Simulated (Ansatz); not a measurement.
Consider the following.

End structure of a constructed model of the (100) surface of rock-salt TiC, a layer of Ru, one atom over each C (bottom of the slab: a bare face, its two planes held):

```
CELL_PARAMETERS angstrom
      3.06391     0.00000     0.00000
      0.00000     3.06391     0.00000
      0.00000     0.00000    29.50000
ATOMIC_POSITIONS crystal
  C  0.00000 0.00000 0.27674
  Ti 0.50000 0.50000 0.27674
  C  0.50000 0.50000 0.35018
  Ti 0.00000 0.00000 0.35018
  C  0.00000 0.00000 0.42305
  Ti 0.50000 0.50000 0.42376
  C  0.50000 0.50000 0.49684
  Ti 0.00000 0.00000 0.49705
  C  0.00000 0.00000 0.57027
  Ti 0.50000 0.50000 0.56969
  C  0.50000 0.50000 0.64283
  Ti 0.00000 0.00000 0.64215
  Ru 0.50000 0.50000 0.70655
```

Slab: 13 atoms, 13.2 Å thick at the start with caps and adatoms (thin: gaps and levels are the slab's own); k 12x12x1, smearing 0.1 eV, dipole-corrected; 4 atoms held, the rest relaxed; held to the start's symmetry, so lower structures may exist; no spin, no spin-orbit, no U. In PBE it is, or lies within 0.01 eV a 1x1 cell of, the lowest of the 2 structures of its composition computed so far; subsurface sites and larger cells were not tried.

**Question.** What is the computed work function of the top face (PBE in Ansatz, a program for electronic structure)?

**Answer.** 3.74 eV
